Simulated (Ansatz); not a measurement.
Input:

```yaml
crystal:
  lattice:
    - [0.00000, 2.13510, 2.13510]
    - [2.13510, 0.00000, 2.13510]
    - [2.13510, 2.13510, 0.00000]
  atoms:
    - { symbol: Si, position: [0.25000, 0.25000, 0.25000] }
    - { symbol: C, position: [0.00000, 0.00000, 0.00000] }
```

Computed with PBEsol, rigid bands (plane waves, PAW, scalar-relativistic; Ansatz, a first-principles code). Condition of this run: hydrostatic pressure 15 GPa (the target of the relaxation). Geometry: cell and atoms relaxed with PBEsol, then loaded as said.

Predict the hole conductivity mass (n e² τ/σ) at 300 K, by direction if it differs.

0.69 mₑ.

Predict the electron conductivity mass (n e² τ/σ) at 300 K, by direction if it differs.

0.29 mₑ.

And the band gap?

1.19 eV at this level; semilocal functionals usually fall short of the measured gap.

Rigid bands, one relaxation time for all states, no polarons. Spin-orbit coupling is left out; where it splits the top of the valence band it changes the hole mass and lowers the gap by about a third of the splitting.
